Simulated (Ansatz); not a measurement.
Consider CdTe in the zinc blende structure (space group F-43m, No. 216; a = 6.558 Å).

Perturbation: an isotropic linear strain of −1.14 %, atoms relaxed at fixed cell.

Levels (all Ansatz, a quantum-chemistry and plane-wave program, PAW): r2SCAN (500 eV, scalar-relativistic without spin-orbit coupling); HSE06+SOC (420 eV, spin-orbit coupling included).

The geometry is relaxed with r2SCAN.

```
Item                                        Value
----------------------------  -------------------
r2SCAN band gap                           1.28 eV
r2SCAN valence-band top at Γ  0.00, 0.00, 0.00 eV
```

How does going to HSE06+SOC change the band gap and valence-band top at Γ?

The band gap increases by 0.05 eV, from 1.28 eV to 1.33 eV; the valence-band top at Γ (three highest Kramers pairs, from the VBM) changes from 0.00, 0.00, 0.00 eV to 0.00, 0.00, -0.95 eV. The threefold valence maximum splits by Δso ≈ 0.95 eV.

Single points use the geometry relaxed with r2SCAN. The spin-orbit shifts are approximate. Spin-orbit coupling, missing from the scalar runs, can matter with Te. Whether these cells are dynamically stable was not tested.
